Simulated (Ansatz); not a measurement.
Ansatz (a quantum-chemistry and plane-wave program) run on Sr (P-3m1, 2 atoms in the cell): self-consistent single point.

Method: LDA (PW92), default PAW files made with PBE (plane waves; Ansatz).

The change in words: lattice scaled by 0.98; basis.ecutrho_ratio: default → 2. Reference geometry:
```yaml
crystal:
  lattice:
    - [4.28830, 0.00000, 0.00000]
    - [-2.14415, 3.71377, 0.00000]
    - [0.00000, 0.00000, 7.02343]
  atoms:
    - { symbol: Sr, position: [0.33333, 0.66667, 0.25712] }
    - { symbol: Sr, position: [0.66667, 0.33333, 0.75000] }
```

Reference input (self-consistent single point, DFT, LDA (PW92), plane waves, default PAW files made with PBE): basis.ecutwfc = 420 eV; kpoints.mp_grid.grid = 9 9 5; hamiltonian.xc = lda; hamiltonian.pseudopotentials = {kind: paw} (the program's default PAW files); scf.occupations.method = gaussian; scf.occupations.width = 0.1 eV. This run's input differs from it in these lines:

Ansatz 0.2 input:
```diff
@@ -2,5 +2,5 @@
   lattice:
-    - [4.288296, 0.000000, 0.000000]
-    - [-2.144148, 3.713773, 0.000000]
-    - [0.000000, 0.000000, 7.023426]
+    - [4.202530, 0.000000, 0.000000]
+    - [-2.101265, 3.639498, 0.000000]
+    - [0.000000, 0.000000, 6.882957]
   atoms:
@@ -10,2 +10,3 @@
   ecutwfc: 420.0
+  ecutrho_ratio: 2
 kpoints:
```

The program printed (abridged):

```
SCF iter   1: F=—  HF=-6888.599765 eV  |F-HF|=—  |Δ(HF+E_count)|=         —  Δρ=3.62e-3  dr2=8.07e-3  ethr=1.77e-3  ⟨swp⟩=8.6  Hψ=5182  notcnv=0
all-band conjugate gradients solve this SCF's bands
preconditioner: auto → Kerker (q_TF=auto, 2.069 Å⁻¹)
SCF iter   2: F=—  HF=-6888.599171 eV  |F-HF|=—  |Δ(HF+E_count)|=   5.94e-4  Δρ=1.93e-3  dr2=3.44e-3  ethr=4.04e-5  ⟨swp⟩=2.3  Hψ=1438  notcnv=0
SCF iter   3: F=—  HF=-6888.598943 eV  |F-HF|=—  |Δ(HF+E_count)|=   2.28e-4  Δρ=3.19e-4  dr2=2.01e-4  ethr=1.72e-5  ⟨swp⟩=1.3  Hψ=810  notcnv=0
SCF iter   4: F=—  HF=-6888.598917 eV  |F-HF|=—  |Δ(HF+E_count)|=   2.64e-5  Δρ=9.57e-5  dr2=9.05e-6  ethr=1.01e-6  ⟨swp⟩=2.3  Hψ=1168  notcnv=0
SCF iter   5: F=—  HF=-6888.598909 eV  |F-HF|=—  |Δ(HF+E_count)|=   7.59e-6  Δρ=4.40e-5  dr2=1.59e-6  ethr=4.53e-8  ⟨swp⟩=1.1  Hψ=740  notcnv=0
SCF iter   6: F=-6888.598909 eV  HF=-6888.598909 eV  |F-HF|=6.90e-9  |Δ(HF+E_count)|=   2.40e-7  Δρ=4.43e-6  dr2=2.41e-8  ethr=5.00e-10  ⟨swp⟩=5.7  Hψ=4505  notcnv=0
SCF 1 converged in 6 iterations: F = -6888.598909 eV  dr2 = 2.41e-8
Free energy (F): -6888.598909 eV
Internal energy: -6888.584874 eV  (E = F + TS)
E sigma→0 (E₀):  -6888.591892 eV
Entropy (-TS):   -0.014035 eV (-7.017 meV/atom)
Fermi energy:    5.188185 eV
--- Forces (eV/Å), atoms counted from 1 ---
  atom   1  Sr     0.00000000     0.00000000    -0.06158804
  atom   2  Sr     0.00000000    -0.00000000     0.06158804
--- Stress (GPa, compression-positive) ---
       -0.839136      -0.000000      -0.000000
       -0.000000      -0.839136      -0.000000
       -0.000000      -0.000000      -0.911678
  P = ⅓ Tr σ = -0.8633 GPa (-8.633 kbar)
  The stress holds the Pulay correction, which leaves out the density cutoff's part. Without it, at fixed plane waves, as pw.x and ABINIT print it …
settings of this run that can trade accuracy for cost: basis.ecutrho_ratio < 4. Do not mix this run's numbers with those of runs without the same settings …
```

The run converged in 6 iterations. Against the reference run the free energy drops by 23.6 meV/atom, the pressure goes from -1.42 to -0.86 GPa and the largest force goes from 0.051 to 0.062 eV/Å. The full log also holds: “WARN basis.ecutrho_ratio = 2 (ecutrho = 840 eV) is below the records' recommended cutoff”.

The starting cell comes from a database of computed structures (which also holds hypothetical and non-ambient phases and stackings), without a prior relaxation at this level. Its lattice was rescaled by up to half a per cent. One atom was moved a little off its site on purpose. For this run, on top of that: lattice scaled by 0.98. Ansatz's pressure includes its estimate of the finite-basis (Pulay) stress. The cutoff lies below the one recommended for these files.
